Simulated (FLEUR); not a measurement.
Band structure of Ca (Fm-3m, 1 atom in the cell).

```
CELL_PARAMETERS angstrom
      0.00000     2.79000     2.79000
      2.79000     0.00000     2.79000
      2.79000     2.79000     0.00000
ATOMIC_POSITIONS crystal
  Ca 0.00000 0.00000 0.00000
```

Method of the run: PBE, all-electron FLAPW (FLEUR), scalar-relativistic valence in FLEUR.

Settings: Kmax = 3.8 1/bohr; GmaxXC = 15.2 1/bohr; xcFunctional = pbe; jspins = 1; l_soc = F; mode = hist; fermiSmearingEnergy = 0.00734986 Htr; mesh (inpgen div1-3) = 8 8 8; inpgen gamma flag = true; Gmax = 15.2 1/bohr; numbands = 0; maxIterBroyd = 25; imix = Anderson; alpha = 0.05.

The starting cell has typed, rounded lattice constants, without a prior relaxation at this level. Values depend on the basis (sphere radii, cutoffs, local orbitals), which need not be converged.

Levels in eV from the Fermi level, bands 2 to 8:
```tsv
point	2	3	4	5	6	7	8
Γ	-22.99	-22.99	-22.99	-3.95	2.32	2.32	2.32
X	-23.11	-23.03	-23.03	-0.40	0.62	0.94	4.01
W	-23.07	-23.07	-23.04	0.24	0.71	0.71	2.52
K	-23.09	-23.06	-23.02	0.07	0.44	0.82	3.21
L	-23.11	-23.01	-23.01	-0.95	-0.16	2.21	2.21
U	-23.09	-23.06	-23.02	0.07	0.44	0.82	3.21
```
